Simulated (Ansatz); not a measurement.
Start from TiSi₂ (space group Fddd, No. 70; a = 4.806 Å, b = 8.265 Å, c = 8.565 Å).

Computed with PBE (Ansatz, a first-principles code), without spin-orbit coupling, earlier PAW set.

For the base:

| Quantity | Result |
|---|---|
| Volume per atom | 14.18 Å³ |
| Band gap | zero |

One thing is altered: cell and atoms relaxed at a pressure of 50 GPa.

Q: Estimate the effect on the volume per atom.

A: The volume per atom drops by 2.822 Å³ to 11.35 Å³.

Q: How does this affect the band gap?

A: The band gap is still zero.

Load acts through the strain it causes; cell and atoms are relaxed under it. Stability against distortions was not tested. Competing high-pressure phases were not computed. All final runs are without spin polarisation.
